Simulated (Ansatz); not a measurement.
# Effect of pressure 3 GPa on Cr

Base system: Cr in the bcc (W type) structure (space group Im-3m, No. 229; a = 2.848 Å; non-magnetic).

Perturbation: a hydrostatic pressure of 3 GPa.

The values are results of PBE (Ansatz, a program for electronic structure), scalar-relativistic without spin-orbit coupling, not measurements. Settings: 23×23×23 k-points, 0.05 eV Fermi–Dirac smearing.

```csv
quantity,base,changed,shift
volume per atom,11.55 Å³,11.42 Å³,-0.13 Å³
density,7.48 g/cm³,7.56 g/cm³,+0.086 g/cm³
lattice parameter a,2.848 Å,2.837 Å,-0.011 Å
shortest interatomic distance,2.466 Å,2.457 Å,-0.009 Å
enthalpy H = E + PV relative to the base's energy,–,+0.21 eV/atom,–
band gap,zero,zero,–
```

Cost of the whole job for the changed cell (relaxation, final SCF and bands): around 11 core-seconds (rough).

Load acts through the strain it causes; cell and atoms are relaxed under it. No phonon test of stability was made. Starting moments died away, wholly or in part, for the base; another magnetic solution may exist. The final runs are not spin-polarised. Real Cr is antiferromagnetic at low temperature and ambient pressure, an order that this cell doesn't hold.
